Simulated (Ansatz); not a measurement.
MgO: response to strain

Start from MgO in the rock salt structure (space group Fm-3m, No. 225; a = 4.2076 Å). Axes: x, y, z lie along the cube axes.

Strains are applied to the cell and any free atomic positions relax; under biaxial strain the out-of-plane vector relaxes too.

Level of theory: r2SCAN (Ansatz, a first-principles code; PAW; 500 eV plane waves; no spin-orbit coupling), earlier PAW set.

Candidates:
(a) uniaxial strain ε_zz = +2.59 %
(b) biaxial strain −0.14 %, plane normal [111], relaxed out of plane
(c) biaxial strain −1.89 %, plane normal [001], relaxed out of plane

Notes on the quantities. energy relative to the base: free energy F.

Problem. Order them by energy relative to the base, lowest first.

Solution. (b) biaxial strain −0.14 %, plane normal [111], relaxed out of plane (0.0 meV/atom), (a) uniaxial strain ε_zz = +2.59 % (+5.4 meV/atom), (c) biaxial strain −1.89 %, plane normal [001], relaxed out of plane (+7.8 meV/atom)

Stability against distortions was not tested.
